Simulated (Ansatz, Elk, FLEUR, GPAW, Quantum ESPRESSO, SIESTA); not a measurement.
Code comparison for HfCo (Cmcm, 4 atoms in the cell)

Self-consistent single point, at a second geometry (lattice scaled by 0.98). First geometry:

```
HfCo
1.0
    1.55926    -4.62831     0.00000
    1.55926     4.62831     0.00000
    0.00000     0.00000     4.11730
Hf Co
2 2
Direct
  0.85948   0.14052   0.75000
  0.14052   0.85948   0.25000
  0.58483   0.41517   0.75000
  0.41517   0.58483   0.25000
```
Moments meant for the start (each program seeds them in its own way; μB, in the order of the atoms Hf Hf Co Co): 0.0 0.0 3.0 3.0.

Shared settings, as Ansatz (a quantum-chemistry and plane-wave program) writes them: kpoints.mp_grid.grid = 6 6 4; scf.occupations.method = fermi_dirac; scf.occupations.width = 0.1 eV. Potentials and cutoffs stand in the table.

| code | model | ΔF from the first geometry (meV/atom) | pressure (GPa) | largest force (eV/Å) | cutoff |
|---|---|---|---|---|---|
| Elk | PBEsol, all-electron FP-LAPW, Elk's shipped species files, LAPW+lo basis | 54.4 | – | – | rgkmax 7.5 |
| GPAW | PBEsol, GPAW PAW datasets PBEsol (made by gpaw-setup) | 71.6 | 20.27 | 0.195 | 800 eV |
| Ansatz | PBEsol, PAW files made with PBE | 65.0 | 18.85 | 0.179 | default |
| Quantum ESPRESSO | PBEsol, PSlibrary ultrasoft (PBE) pseudopotentials | 52.2 | 15.87 | 0.187 | 55 Ry |
| FLEUR | PBEsol, all-electron FLAPW (FLEUR), scalar-relativistic valence | 64.4 | – | – | Kmax 3.5 1/bohr |
| SIESTA | GGA PBEsol, numerical atomic orbitals TZP, PseudoDojo PBEsol standard norm-conserving potentials (rewritten from UPF to PSML) | 52.6 | 16.80 | 0.182 | grid 400 Ry |

Size of the force on each atom (eV/Å): Sizes of forces hide their directions.

```tsv
code	Hf1	Hf2	Co3	Co4
GPAW	0.195	0.195	0.149	0.149
Ansatz	0.179	0.179	0.148	0.148
Quantum ESPRESSO	0.110	0.110	0.187	0.187
SIESTA	0.182	0.182	0.100	0.100
```

A dash marks a value that a program does not give, or that is left out as unsure.

On Ansatz's run: spin-orbit coupling is off. The starting moments vanished: the run ended non-magnetic, which need not be the lowest state. The program warned that a starting moment was not kept.

The spread over the programs that give each value: ΔF from the first geometry within 19.4 meV/atom; pressure within 4.40 GPa; largest force within 0.016 eV/Å.

SIESTA uses small atom-centred bases, whose incompleteness enters pressures, forces and empty levels differently from a plane-wave cutoff. Elk and FLEUR treat all electrons, but the usual bases taken here (sphere radii, linearisation, local orbitals, empty states) were not tested for convergence, so the values are no reference for the others. Ansatz's pressure is given at a fixed set of plane waves, as the other plane-wave codes print theirs; with its correction for the finite basis it is 18.97 GPa.

The shared mesh is coarse (it stands for a supercell whose shortest vector is 16 Å), so the values are not converged in it.

The starting cell comes from a database of computed structures (which also holds hypothetical and non-ambient phases and stackings), without a prior relaxation at this level. Its lattice was rescaled by a random factor within 2.5 % of one. For this run, on top of that: lattice scaled by 0.98.

Keys are those of Ansatz 0.2.
